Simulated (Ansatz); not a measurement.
NH2 on the 1x1 (111) surface of fcc Rh, one in a 2x2 cell: adsorption energies (eV for each) against NH3(g) − ½ H2(g) in Ansatz (plane waves, PAW). Structures relaxed with PBE; the other functionals are single points on them, with slab and gas at the same level. No dispersion, zero-point or thermal terms. Rows are starts at which the adsorbate stayed; left out, since it moved away, changed or didn't bind there, or the run didn't converge: top Rh.

Model: 19-atom slab, 6.5 Å thick at the start under the adsorbate (thin: gaps and levels are the slab's own), 6x6x1 mesh, Fermi-Dirac 0.1 eV, dipole correction, 8 atoms held, the rest relaxed; each run with such symmetry as its start has; no spin, no spin-orbit, no U, no dispersion correction.

```
site                                      PBE  RPBE  r2SCAN
--------------------------------------  -----  ----  ------
hollow Rh-Rh-Rh over Rh at depth 2.2 Å   0.34  0.61    0.14
hollow Rh-Rh-Rh over Rh at depth 4.4 Å   0.23  0.51    0.00
bridge Rh-Rh (span 2.7 Å)               -0.11  0.15   -0.31
```

RPBE moves the energies by 0.27 eV on average against PBE and puts 'bridge Rh-Rh (span 2.7 Å)' lowest, as PBE does. r2SCAN moves the energies by -0.21 eV on average against PBE and puts 'bridge Rh-Rh (span 2.7 Å)' lowest, as PBE does.

Ansatz is a program for electronic structure.
